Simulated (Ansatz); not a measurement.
tetragonal ZrO2 (0 0 1) on alpha cristobalite (0 0 1) (film strained to the substrate, started from cuts of the bulks and a machine-learned relaxation)

A periodic stack without vacuum, tetragonal ZrO2 (0 0 1) on alpha cristobalite (0 0 1) (film strained to the substrate, started from cuts of the bulks and a machine-learned relaxation): substrate slab Si8O14, film Zr12O20, surface cells [[0, 1], [-1, 0]] and [[-1, 1], [-1, -1]], film strained by -0.7 and -0.7 %, outermost planes Si/Si and Zr/Zr as cut, which need not be the usual terminations and can put a slab off its formula.

The start was prepared with a machine-learned potential, and the result is one local minimum, with the in-plane cell held and forces under 0.04 eV/Å; the film can end far from its bulk form.

Levels used, each named beside its values: PBE (plane waves to 420 eV, PAW; Ansatz, a first-principles code); HSE06 (plane waves to 420 eV, PAW; Ansatz). Geometries and values that name no level are of the first. Spin–orbit coupling is left out; PBE gaps are too small against experiment. Its k-point mesh 5×5×1, Fermi–Dirac width 0.05 eV. HSE06 ran on meshes of its own (4×4×3, 5×5×3); its edges and gaps are taken over the mesh and over extra points off it, mostly where PBE has its edges.

| Item | Value |
|---|---|
| interface area | 25.8 Å² |
| period | 29.29 Å |
| gaps between the outermost planes at the two interfaces | 1.12 and 1.69 Å |
| Si–Zr contacts across the interfaces within 1.22 times the sum of covalent radii | 8, mean 2.96 Å |
| O–Zr contacts across the interfaces within 1.22 times the sum of covalent radii | 2, mean 2.09 Å |
| PBE gap of the stack on the mesh, by band count | 0.49 eV |
| Fermi level over the substrate's valence edge (PBE) | +2.97 eV |
| valence offset, film less substrate (PBE, at the middle of a substrate layer that carries a field) | -0.36 eV |
| conduction offset (PBE, at the middle of a substrate layer that carries a field) | -1.76 eV |
| valence offset, film less substrate (HSE06 edges on the PBE line-up, at the middle of a substrate layer that carries a field) | -0.07 eV |
| conduction offset (HSE06 edges on the PBE line-up, at the middle of a substrate layer that carries a field) | -1.62 eV |
| spin-polarised check at this geometry | falls back to no moment |
| slope of the mean potential energy in the substrate | +4.5 MV/cm × e |
| levels of the stack inside the substrate's PBE gap at the listed points (of the film's bands or of the interfaces) | 113 |

```yaml
crystal:
  lattice:
    - [5.07958, 0.00112, -0.19355]
    - [-0.00075, 5.08329, 0.02304]
    - [1.39559, 0.14874, 29.26292]
  atoms:
    - { symbol: Si, position: [0.05686, 0.14929, 0.15264] }
    - { symbol: Si, position: [0.73652, 0.71899, 0.03222] }
    - { symbol: Si, position: [0.55879, 0.25530, 0.09251] }
    - { symbol: Si, position: [0.14032, 0.64669, 0.21352] }
    - { symbol: O, position: [0.10244, 0.34922, 0.19465] }
    - { symbol: O, position: [0.25941, 0.21249, 0.11065] }
    - { symbol: O, position: [0.60027, 0.56340, 0.07759] }
    - { symbol: O, position: [0.75973, 0.17359, 0.13285] }
    - { symbol: O, position: [0.09321, 0.85006, 0.17119] }
    - { symbol: O, position: [0.60026, 0.06119, 0.04727] }
    - { symbol: Si, position: [0.04834, 0.11950, 0.39540] }
    - { symbol: Si, position: [0.63681, 0.72986, 0.27432] }
    - { symbol: Si, position: [0.55150, 0.22627, 0.33519] }
    - { symbol: Si, position: [0.01377, 0.76912, 0.46970] }
    - { symbol: O, position: [0.11768, 0.29097, 0.44076] }
    - { symbol: O, position: [0.25443, 0.17236, 0.35373] }
    - { symbol: O, position: [0.57343, 0.52657, 0.31597] }
    - { symbol: O, position: [0.75413, 0.18798, 0.37718] }
    - { symbol: O, position: [0.93656, 0.69238, 0.25562] }
    - { symbol: O, position: [0.05446, 0.81037, 0.41275] }
    - { symbol: O, position: [0.43852, 0.68309, 0.23183] }
    - { symbol: O, position: [0.61168, 0.02870, 0.29295] }
    - { symbol: Zr, position: [0.56137, 0.74263, 0.52249] }
    - { symbol: Zr, position: [0.03563, 0.27252, 0.50795] }
    - { symbol: Zr, position: [0.55783, 0.24102, 0.59945] }
    - { symbol: Zr, position: [0.02001, 0.75604, 0.61119] }
    - { symbol: O, position: [0.35532, 0.88847, 0.57867] }
    - { symbol: O, position: [0.81950, 0.50271, 0.56574] }
    - { symbol: O, position: [0.83560, 0.00266, 0.55774] }
    - { symbol: O, position: [0.40408, 0.35203, 0.53065] }
    - { symbol: Zr, position: [0.55364, 0.74897, 0.70241] }
    - { symbol: Zr, position: [0.01853, 0.24246, 0.69075] }
    - { symbol: Zr, position: [0.62289, 0.16801, 0.79366] }
    - { symbol: Zr, position: [0.08352, 0.66305, 0.78244] }
    - { symbol: O, position: [0.23885, 0.91733, 0.66871] }
    - { symbol: O, position: [0.75307, 0.49708, 0.65655] }
    - { symbol: O, position: [0.35649, 0.94165, 0.76016] }
    - { symbol: O, position: [0.79423, 0.45350, 0.74742] }
    - { symbol: O, position: [0.75149, 0.99863, 0.64735] }
    - { symbol: O, position: [0.22525, 0.40016, 0.62782] }
    - { symbol: O, position: [0.84513, 0.95939, 0.73700] }
    - { symbol: O, position: [0.28383, 0.46706, 0.72405] }
    - { symbol: Zr, position: [0.61100, 0.65628, 0.87287] }
    - { symbol: Zr, position: [0.09162, 0.17700, 0.88587] }
    - { symbol: Zr, position: [0.61371, 0.14289, 0.97448] }
    - { symbol: Zr, position: [0.03060, 0.68132, 0.96293] }
    - { symbol: O, position: [0.41014, 0.00930, 0.85509] }
    - { symbol: O, position: [0.88482, 0.41115, 0.83761] }
    - { symbol: O, position: [0.24924, 0.05675, 0.95378] }
    - { symbol: O, position: [0.80284, 0.40990, 0.92702] }
    - { symbol: O, position: [0.88472, 0.91277, 0.82754] }
    - { symbol: O, position: [0.39753, 0.49222, 0.81591] }
    - { symbol: O, position: [0.80315, 0.92509, 0.91820] }
    - { symbol: O, position: [0.28598, 0.52590, 0.90680] }
```
